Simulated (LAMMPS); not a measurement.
MD from the melt across the composition of Cu (fcc) with a share x of Cu sites Zr; each row has its own temperature.

Computed with classical MD, pair style eam/fs, file CuZr_mm.eam.fs (LAMMPS).

| x | volume | state | enthalpy | self-diffusion coefficient of Cu (not corrected for cell size) | T (K) |
|---|---|---|---|---|---|
| 0.1 | 14.107 ± 0.003 Å³/atom | liquid | -3.1004 ± 0.0005 eV/atom | (1.90 ± 0.02) × 10^-5 cm²/s | 1360 |
| 0.25 | 15.810 ± 0.004 Å³/atom | liquid | -3.5762 ± 0.0007 eV/atom | (2.17 ± 0.03) × 10^-5 cm²/s | 1470 |
| 0.36 | 16.823 ± 0.003 Å³/atom | liquid | -4.0440 ± 0.0009 eV/atom | (6.3 ± 0.3) × 10^-6 cm²/s | 1240 |
| 0.44 | 17.802 ± 0.002 Å³/atom | liquid | -4.3010 ± 0.0008 eV/atom | (6.5 ± 0.2) × 10^-6 cm²/s | 1240 |
| 0.5 | 18.938 ± 0.002 Å³/atom | liquid | -4.3254 ± 0.0009 eV/atom | (2.77 ± 0.04) × 10^-5 cm²/s | 1660 |
| 0.6 | 19.790 ± 0.004 Å³/atom | liquid | -4.7855 ± 0.0010 eV/atom | (7.5 ± 0.1) × 10^-6 cm²/s | 1240 |
| 0.75 | 22.092 ± 0.004 Å³/atom | liquid | -5.0165 ± 0.0004 eV/atom | (4.5 ± 0.2) × 10^-5 cm²/s | 1840 |
| 0.9 | 23.799 ± 0.002 Å³/atom | liquid | -5.4236 ± 0.0002 eV/atom | (5.3 ± 0.3) × 10^-5 cm²/s | 1950 |

Caution: a run this short can hold a crystal over, or a liquid under, the potential's own melting point, which these runs don't give.

States go by the mean squared displacement: a species diffuses where it passes 1.5 Å², still rises and gives D over 1e-6 cm²/s; a crystal has left its structure where atoms lie 0.35 Å off their sites on average or a cubic box changes its shape by 3 %, or the axial ratios of another lie 8 % off the starting cell's, which the potential's own relaxation can also do.

Errors of D are the spread over four groups of atoms in one short run; a floor of about 5 %, a picked value, is safer.

The ± values are statistical; the model's systematic error is not in them.
